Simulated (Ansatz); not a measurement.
Cubic perovskite KZnF₃, treated with PBE-D3(BJ) in Ansatz (plane waves, PAW).

Run with plane-wave cutoff 520 eV, 8×8×8 k mesh, Fermi–Dirac smearing 0.01 eV, scalar-relativistic PAW data made under PBE.

Response to compression and expansion:

```csv
V (Å³/atom),P (GPa),direct gap at Γ (eV),smallest gap on the k mesh (eV)
12.916,5.30,5.931,3.941
13.191,3.33,5.750,3.884
13.465,1.57,5.577,3.829
13.740,0.00,5.411,3.776
14.015,-1.40,5.251,3.724
14.290,-2.66,5.098,3.674
14.565,-3.78,4.951,3.624
```

The fundamental gap (3.78 eV at the equilibrium volume, with added k points) lies elsewhere than Γ–Γ.

Ansatz is an electronic-structure program.
